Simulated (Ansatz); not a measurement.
The starting structures come from a database of crystals and need not be the phases stable at ambient conditions.

Evanescent states of PbI$_{2}$ (P6_3mc, not sure to be the ambient phase, 12 atoms a cell, 41.9 Å³ an atom) along the normal of (001)

All values below come from PBEsol (plane waves, PAW; Ansatz, an electronic-structure program).

No gap correction and no spin-orbit coupling; mid-gap values are interpolated between computed energies.

Energies count from the valence-band top; κ is the least over a 12×12 mesh across the current.

```
E (eV)  κ (1/Å)  where
------  -------  -----
0.06      0.088      Γ
0.17      0.149      Γ
0.28      0.188      Γ
0.39      0.216      Γ
0.49      0.239      Γ
0.60      0.257      Γ
0.71      0.266  off Γ
0.82      0.270  off Γ
0.94      0.273  off Γ
1.04      0.275  off Γ
1.16      0.275  off Γ
1.26      0.272  off Γ
1.38      0.268  off Γ
1.49      0.263  off Γ
1.59      0.256  off Γ
1.71      0.247  off Γ
1.81      0.230      Γ
1.93      0.190      Γ
2.04      0.119      Γ
```

Q: How thick must the barrier be to attenuate the transmission by 10^8 when the electrodes' Fermi level lies at 1.38 eV, and what attenuation does that film give at 0.49 eV?

A: d = 8 ln 10 / (2 × 0.268) = 34.4 Å. At 0.49 eV it gives 8 × 0.239/0.268 = 7.1 decades.
